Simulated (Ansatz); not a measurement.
**Point defect C_Ga in zinc-blende GaSb**

Calculation: PBE, PAW (plane waves to 420 eV; Ansatz, a quantum-chemistry and plane-wave program). Cell and caveats: 64-site cell; 2×2×2 shifted k-points; start: the Ga site; no spin–orbit coupling; the functional closes the host's gap; finite-size errors of tenths of an eV.

Neighbours after relaxation, in Å: of the C atom: Sb 2.35, Sb 2.35, Sb 2.35, Sb 2.35.

| charge | moment (μB) | largest move off a lattice site (Å) |
|---|---|---|
| 0† | fractional | 0.34 |

† Not settled in this cell, so no level is given: charge 0: fractional moment.
